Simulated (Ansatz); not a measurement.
Consider ZnS (space group P4_2/mnm, No. 136; a = 6.6298 Å, c = 3.8613 Å; a hypothetical phase, not in the database extracts checked).

(Cell as relaxed with PBE.)

Levels (all Ansatz, an electronic-structure program, PAW): PBE (420 eV, scalar-relativistic without spin-orbit coupling); PBEsol (420 eV, scalar-relativistic without spin-orbit coupling).

Each level relaxes its own structure.

```
base                      PBE    PBEsol
-------------------  --------  --------
volume per atom      21.22 Å³  20.22 Å³
lattice parameter a   6.630 Å   6.518 Å
band gap              2.17 eV   2.24 eV
```

The change: a hydrostatic pressure of 1.5 GPa.

```csv
quantity,PBE,PBEsol
electron mass,"0.17 mₑ along c, 0.20 mₑ across (at Γ)",…
volume per atom,20.74 Å³,…
band gap,2.26 eV,…
```

### Question
What does PBEsol give?

### Answer

- electron mass, PBEsol: 0.17 mₑ along c, 0.19 mₑ across (at Γ)
- volume per atom, PBEsol: 19.82 Å³
- band gap, PBEsol: 2.32 eV

PBE's volume per atom lies 0.926 Å³ above PBEsol's (4.7 %); PBE's band gap lies 0.06 eV below PBEsol's. Neither level is exact; PBEsol is the comparison here, not a measurement.

Load acts through the strain it causes; cell and atoms are relaxed under it. Effective masses come from finite differences of ±0.01 Å⁻¹. No phonon test of stability was made.
